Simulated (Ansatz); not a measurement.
An Ansatz (a program for electronic structure) input (Ansatz, PBE, PAW, cutoff 420 eV, no spin-orbit coupling):

Ansatz 0.2 input:
```yaml
crystal:
  lattice:
    - [3.2226140609, 0, 0]
    - [-1.6113070305, 2.7908656433, 0]
    - [0, 0, 3.6936732639]
  atoms:
    - { symbol: Mg, position: [0, 0, 0] }
    - { symbol: B, position: [0.3333333333, 0.6666666667, 0.5] }
    - { symbol: B, position: [0.6666666667, 0.3333333333, 0.5] }
basis: { ecutwfc: 420, ecutrho_ratio: 4, xc_grid: 2, fft_grid_basis: typed }
kpoints: { mp_grid: { grid: [22, 22, 16] } }
hamiltonian:
  xc: pbe
  dispersion: none
  pseudopotentials: { kind: paw }
scf: { occupations: { method: fermi_dirac, width: 0.1 }, convergence: { dr2_threshold: 0.0000000003 } }
relax: { f_tol: 0.005, max_steps: 50 }
output: { forces: true, stress: true }
checkpoint: { write: state.ck, write_every: 1000 }
```

Task: Which symmetry and how many k-points will the program report, and about how many plane waves at Γ?

Result: Space group P6/mmm (ITA 191) with 24 operations, k-points 468 of 7744, and 685 plane waves at Γ.

Task: And the final pressure?

Result: -16.50 GPa (compression positive).

The cells carry an imposed strain or load. Whether these cells are dynamically stable was not tested. All final runs are without spin polarisation. The cell was made from MgB2 (space group P6/mmm, No. 191) by this change: isotropic strain +4.79 %.
